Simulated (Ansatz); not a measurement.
Structures of equal composition on the (111) surface of fcc Au: a layer of Pd in place of the second plane; a layer of Pd in place of the third plane. The slabs share one bottom face, and each structure is named by its start. These are constructed structures in small cells; real faces may alloy, dewet or reconstruct in larger ones, and not all known structures of the face are among them. Slabs of about 12 Å with all that they carry, Fermi-Dirac smearing of 0.1 eV. Bottom of the slabs: a bare face, its two planes held. Relaxed from the named starts with such symmetry as they have, on meshes of like density; energies extrapolated to zero smearing; no spin-orbit coupling, no U. Spin-polarised runs, if any, are marked in brackets, and their order is one that fits the cell; the others ran without spin.

Method: PBE (plane waves to 420 eV, PAW; Ansatz, a program for electronic structure).

**Question.** Put the candidates in order of energy per 1x1 cell, lowest first, for PBE.

**Answer.** a layer of Pd in place of the third plane (0.000 eV), a layer of Pd in place of the second plane (0.054 eV)
